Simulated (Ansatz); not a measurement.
# Response to strain in WC

Consider WC (space group P-6m2, No. 187; a = 2.923 Å, c = 2.846 Å; relaxed with 0.1 eV smearing). Axes: x lies along a and z along c of the hexagonal cell.

Strains are applied to the cell and any free atomic positions relax; under biaxial strain the out-of-plane vector relaxes too.

Computed with PBE (Ansatz, a program for electronic structure; PAW; 420 eV plane waves; scalar-relativistic without spin-orbit coupling), earlier PAW set.

```csv
"biaxial strain, plane normal [001], relaxed out of plane (%)",out-of-plane strain (%)
-2.47,0.95
-2.09,0.80
-1.61,0.61
-0.91,0.34
-0.86,?
0,0.00
```

**Question.** Fit ε⊥ = −νε + γε² (strains in %) to the rows shown and predict the withheld row.

**Answer.** Least squares on the printed values gives ν = 0.37 (the biaxial Poisson response) and γ = 0.007 (largest residual 0.00 %); this predicts 0.32 %, and the run gives 0.32 %, in agreement.

No phonon test of stability was made. The final runs are not spin-polarised.
